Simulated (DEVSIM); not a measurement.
Structure: Schottky contact on n-type Ge, at 350 K.

| layer (left to right) | material | thickness (μm) | Nd (cm⁻³) | τn (s) | τp (s) |
|---|---|---|---|---|---|
| 1 | Ge | 1.20 | 1.9e16 | 4.6e-5 | 4.6e-5 |
| 2 | Ge | 23.0 | 1.8e18 | 4.6e-5 | 4.6e-5 |

Left contact: Schottky, work function 4.48 eV, emission velocity 4.9e6 cm/s. Right contact: ohmic. Voltage is applied to the left contact. Recombination: SRH at mid-gap, radiative, Auger. Mobility is μmin + (μ − μmin)/(1 + (N/Nref)^α).

The device is made up for the run: typed textbook-type constants, with dimensions and the other settings drawn at random. Values at 300 K; Nc and Nv go as T^1.5, mobilities as T to minus their exponent, the gap by Varshni's rule with the affinity fixed.

| parameter | Ge |
|---|---|
| gap (eV) | 0.664 |
| affinity (eV) | 4 |
| permittivity | 16 |
| Nc (cm⁻³) | 1.04e19 |
| Nv (cm⁻³) | 6e18 |
| μn (cm²/Vs) | 3900 |
| μp (cm²/Vs) | 1900 |
| μn,min | 150 |
| μp,min | 100 |
| Nref,n | 2.6e17 |
| Nref,p | 4e17 |
| αn | 0.56 |
| αp | 0.6 |
| T exponent of μn | 1.66 |
| T exponent of μp | 2.33 |
| B (cm³/s) | 6.4e-14 |
| Cn (cm⁶/s) | 1e-31 |
| Cp (cm⁶/s) | 1e-31 |
| Varshni α (eV/K) | 0.000477 |
| Varshni β (K) | 235 |

DEVSIM, 1D drift-diffusion, Boltzmann statistics, complete ionisation; no tunnelling, impact ionisation, image-force lowering or self-heating. Metal contacts follow the ideal Schottky-Mott rule: no Fermi-level pinning, no interface dipoles.

The metal work function was swept, all else fixed.

| metal work function (eV) | potential step across the device at zero bias (V) |
|---|---|
| 4.33 | 0.270 |
| 4.38 | 0.320 |
| 4.43 | 0.370 |
| 4.48 | 0.420 |
| 4.53 | 0.470 |
| 4.58 | 0.520 |
| 4.63 | 0.570 |
| 4.68 | 0.620 |

From the first row to the last the potential step across the device at zero bias goes from 0.270 to 0.620.
